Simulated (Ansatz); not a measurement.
The structure below was relaxed with plane-wave PAW DFT at the PBEsol level (Ansatz, an electronic-structure program, 420 eV), no spin-orbit coupling.

Space group Pmm2 (No. 25); a = 3.253 Å, b = 6.507 Å, c = 5.661 Å, α = β = γ = 90.00°

```tsv
atom	site	symmetry	x	y	z
Zr	1a	mm2	0.0000	0.0000	0.0000
Mo	1b	mm2	0.0000	0.5000	0.9953
Mo	1c	mm2	0.5000	0.0000	0.5003
Mo	1d	mm2	0.5000	0.5000	0.5049
P	2h	m..	0.5000	0.2657	0.1742
P	2g	m..	0.0000	0.2535	0.6589
```

Question: Write out a cell with all atoms.

Answer: 
```cif
data_Mo3P4Zr
_chemical_formula_sum 'Zr1 Mo3 P4'
_space_group_name_H-M_alt 'P 1'
_space_group_IT_number 1
_cell_length_a 3.25269
_cell_length_b 6.50712
_cell_length_c 5.66146
_cell_angle_alpha 90.000
_cell_angle_beta 90.000
_cell_angle_gamma 90.000
loop_
_space_group_symop_operation_xyz
  'x, y, z'
loop_
_atom_site_label
_atom_site_type_symbol
_atom_site_fract_x
_atom_site_fract_y
_atom_site_fract_z
_atom_site_occupancy
Zr1 Zr 0.00000 0.00000 0.00003 1
Mo1 Mo 0.00000 0.50000 0.99527 1
Mo2 Mo 0.50000 0.00000 0.50025 1
Mo3 Mo 0.50000 0.50000 0.50487 1
P1 P 0.50000 0.26571 0.17419 1
P2 P 0.50000 0.73429 0.17419 1
P3 P 0.00000 0.25347 0.65893 1
P4 P 0.00000 0.74653 0.65893 1
```
This is the conventional cell.

Each cell is one ordered arrangement of few atoms, which overstates ordering effects compared with a random alloy. Whether these cells are dynamically stable was not tested. All final runs are without spin polarisation. The cell was made from MoP by this change: x(Zr) = 0.25, 8 atoms, Pmm2.
